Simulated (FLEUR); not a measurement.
## A short convergence ladder for CaSiAu (P3m1, 3 atoms in the cell)

```yaml
crystal:
  lattice:
    - [4.30595, 0.00000, 0.00000]
    - [-2.15298, 3.72906, 0.00000]
    - [0.00000, 0.00000, 3.92279]
  atoms:
    - { symbol: Ca, position: [0.00000, 0.00000, 0.01275] }
    - { symbol: Si, position: [0.66667, 0.33333, 0.50000] }
    - { symbol: Au, position: [0.33333, 0.66667, 0.50000] }
```

Base method: FLEUR with LDA (Perdew-Zunger), all-electron FLAPW (FLEUR), scalar-relativistic valence.

Base settings: Kmax = 4.7 1/bohr; GmaxXC = 16.4 1/bohr; xcFunctional = pz; jspins = 1; l_soc = F; mode = hist; fermiSmearingEnergy = 0.00367493 Htr; mesh (inpgen div1-3) = 3 3 3; inpgen gamma flag = false; Gmax = 16.4 1/bohr.

**The density cutoff**

Moved along: GmaxXC.

The mesh stays at the base's, so the ladder's end is converged at best in this setting alone.

Only quantities that move along the ladder and can be compared are tabulated.

| Gmax | free energy less the last step's (meV/atom) |
|---|---|
| 9.4 1/bohr | -1.26 |
| 11.5 1/bohr | 0.15 |
| 13.3 1/bohr | -0.07 |
| 14.9 1/bohr | 0.02 |
| 16.3 1/bohr | -0.01 |
| 16.4 1/bohr | -0.01 |
| 18.8 1/bohr | 0.00 |

Coarsest Gmax that holds the free energy within 0.5 meV/atom of the last step, with all finer ones: 11.5 1/bohr; the step before is off by 1.3 meV/atom.

On the base run: the starting cell comes from a database of computed structures (which also holds hypothetical and non-ambient phases and stackings), without a prior relaxation at this level. Its lattice was rescaled by up to half a per cent. One atom was moved a little off its site on purpose. Values depend on the basis (sphere radii, cutoffs, local orbitals), which need not be converged.

Left out of this page: 1 run of the series failed or unconverged.
